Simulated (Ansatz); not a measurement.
Functionals compared on CH3 on the 1x1 (0001) surface of hcp Ti, one in a 2x2 cell, started at the site 'bridge Ti-Ti (span 2.9 Å)', in Ansatz (plane waves, PAW). The structure was relaxed with PBE; the other rows are single points on it, each with its references at the same level. Cutoff 420 eV (500 eV for r2SCAN).

Slab: 20 atoms, 6.8 Å thick at the start under the adsorbate (thin: gaps and levels are the slab's own); k 6x6x1, smearing 0.1 eV, dipole-corrected; 8 atoms held, the rest relaxed; no symmetry held; no spin, no spin-orbit, no U, no dispersion correction. At the end it is bonded to 3 Ti. In PBE it is, or lies within 0.03 eV of, the lowest of the starts that converged. These notes are the PBE run's. Adsorption energies are against CH4(g) − ½ H2(g). A negative adsorption energy means that the adsorbate is more stable on the surface than in its reference.

```csv
functional,adsorption energy (eV),work function of the top face (eV),change of the work function (eV),rough cost of the single point
PBE,-0.28,3.63,-0.76,–
RPBE,-0.05,3.53,-0.76,roughly 2.5 core-minutes
r2SCAN,-0.56,3.63,-0.89,very roughly 8 core-minutes
```

Ansatz is a quantum-chemistry and plane-wave program.
